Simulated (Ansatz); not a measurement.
System: double-hcp La. Method: revPBE (plane waves, PAW; Ansatz, an electronic-structure program).

Input file:

Ansatz 0.2 input:
```yaml
crystal:
  lattice:
    - [1.9069946798, -3.3030116753, 0.0]
    - [1.9069946798, 3.3030116753, 0.0]
    - [0.0, 0.0, 12.2433950355]
  atoms:
    - { symbol: La, position: [0.0, 0.0, 0.5] }
    - { symbol: La, position: [0.0, 0.0, 0.0] }
    - { symbol: La, position: [0.3333333333, 0.6666666667, 0.25] }
    - { symbol: La, position: [0.6666666667, 0.3333333333, 0.75] }
basis:
  ecutwfc: 520
  ecutrho_ratio: 4
  xc_grid: 2
kpoints:
  mp_grid: { grid: [18, 18, 6] }
hamiltonian:
  xc: revpbe
  dispersion: none
  pseudopotentials: { kind: paw }
scf:
  occupations: { method: fermi_dirac, width: 0.05 }
  convergence: { dr2_threshold: 0.0000000004 }
output:
  forces: true
  stress: true
  eigenvalues: true
```

Output (set-up and result lines):

```
Crystal: 4 atoms, lattice volume = 154.238 Å³
Basis set: ecut = 520 eV, 4155 PW (Γ), exchange–correlation on 60×60×192 points (8 copies of the dense FFT grid, shifted against one another)
Bands: 27, of which v1, the nominal top of the filled ones, is band 22 counted from 1 (21 counted from 0)
Symmetry: 24 space group operations
Space group: P63/mmc (ITA 194), of the structure as read, at distance tolerance 5.4e-5 Å
k-points: 148 of 1944
Functional: x = revpbe(κ = 1.245, μ = 0.2195149727645171), c = pbe(β = 0.06672455060314922)
SCF iter   1: F=—  HF=-25027.895570 eV  |F-HF|=—  |Δ(HF+E_count)|=         —  Δρ=3.20e-3  dr2=1.24e-2
SCF iter   2: F=—  HF=-25027.897912 eV  |F-HF|=—  |Δ(HF+E_count)|=   2.34e-3  Δρ=1.94e-3  dr2=5.05e-3
  ...
SCF iter   8: F=—  HF=-25027.900127 eV  |F-HF|=—  |Δ(HF+E_count)|=   1.21e-9  Δρ=6.10e-7  dr2=6.87e-10
SCF iter   9: F=-25027.900127 eV  HF=-25027.900127 eV  |F-HF|=7.28e-12  |Δ(HF+E_count)|=  6.18e-11  Δρ=9.53e-8  dr2=1.27e-11
SCF 1 converged in 9 iterations: F = -25027.900127 eV  dr2 = 1.27e-11
SCF converged after 9 iterations
Free energy (F): -25027.900127 eV
Internal energy: -25027.841576 eV  (E = F + TS)
E sigma→0 (E₀):  -25027.870851 eV
Fermi energy:    10.631514 eV
--- Forces (eV/Å), atoms counted from 1 ---
  atom   1  La     0.00000000     0.00000000     0.00000000
  atom   2  La    -0.00000000     0.00000000     0.00000000
  atom   3  La    -0.00000000     0.00000000     0.00000000
  atom   4  La     0.00000000    -0.00000000     0.00000000
--- Stress (GPa, compression-positive) ---
        0.007261      -0.000000       0.000000
        0.000000       0.007261       0.000000
        0.000000       0.000000       0.000794
  P = ⅓ Tr σ = 0.0051 GPa (0.051 kbar)
```

The PAW data were made under PBE.
